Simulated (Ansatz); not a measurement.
Take WC (space group P-6m2, No. 187; a = 2.913 Å, c = 2.836 Å; relaxed with 0.1 eV smearing) as the base. Axes: x lies along a and z along c of the hexagonal cell.

Computed with Ansatz (a first-principles code) r2SCAN, no spin-orbit coupling, earlier PAW set.

Before the change:

The pressure is 0.0 GPa. The volume per atom is 10.42 Å³.

Modification: tensile biaxial strain of 2.15 % in the plane normal to [001], as in epitaxy on a mismatched substrate; the out-of-plane cell vector and the atoms relax.

**Question.** What does the calculation give for the pressure and volume per atom after the change?

**Answer.** The pressure (mean of the normal stresses, compression positive) goes from zero to -11.9 GPa; the volume per atom grows by 0.38 Å³ (10.42 Å³ → 10.80 Å³).

Stability against distortions was not tested. The final runs are not spin-polarised.
